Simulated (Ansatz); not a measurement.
# Nb: response to strain

Consider Nb in the bcc (W type) structure (space group Im-3m, No. 229; a = 3.248 Å; relaxed with 0.1 eV smearing). Axes: x, y, z lie along the cube axes.

Strains are applied to the cell and any free atomic positions relax; under biaxial strain the out-of-plane vector relaxes too.

All numbers come from LDA (Ansatz, an electronic-structure program), spin-orbit coupling left out.

Notes on the quantities. pressure: mean of the normal stresses, compression positive; energy relative to the base: free energy F.

```json
[
 {"case": "base", "pressure": "0.0 GPa", "out-of-plane strain": "–", "energy relative to the base": "0 meV/atom"},
 {"case": "biaxial strain −2.50 %, plane normal [001], relaxed out of plane", "pressure": "5.1 GPa", "out-of-plane strain": "+2.64 %", "energy relative to the base": "+20 meV/atom"},
 {"case": "biaxial strain −1.50 %, plane normal [001], relaxed out of plane", "pressure": "2.9 GPa", "out-of-plane strain": "+1.58 %", "energy relative to the base": "+6.8 meV/atom"},
 {"case": "biaxial strain −1.00 %, plane normal [001], relaxed out of plane", "pressure": "1.9 GPa", "out-of-plane strain": "+1.05 %", "energy relative to the base": "+3.0 meV/atom"},
 {"case": "biaxial strain −0.50 %, plane normal [001], relaxed out of plane", "pressure": "0.9 GPa", "out-of-plane strain": "+0.53 %", "energy relative to the base": "+0.7 meV/atom"},
 {"case": "biaxial strain +0.50 %, plane normal [001], relaxed out of plane", "pressure": "-0.9 GPa", "out-of-plane strain": "-0.54 %", "energy relative to the base": "+0.7 meV/atom"},
 {"case": "biaxial strain +1.00 %, plane normal [001], relaxed out of plane", "pressure": "-1.6 GPa", "out-of-plane strain": "-1.09 %", "energy relative to the base": "+2.7 meV/atom"},
 {"case": "biaxial strain +1.50 %, plane normal [001], relaxed out of plane", "pressure": "-2.4 GPa", "out-of-plane strain": "-1.66 %", "energy relative to the base": "+5.9 meV/atom"},
 {"case": "biaxial strain +2.00 %, plane normal [001], relaxed out of plane", "pressure": "-3.0 GPa", "out-of-plane strain": "-2.23 %", "energy relative to the base": "+10 meV/atom"},
 {"case": "biaxial strain +2.50 %, plane normal [001], relaxed out of plane", "pressure": "-3.7 GPa", "out-of-plane strain": "-2.77 %", "energy relative to the base": "+16 meV/atom"}
]
```

No phonon test of stability was made. All final runs are without spin polarisation.
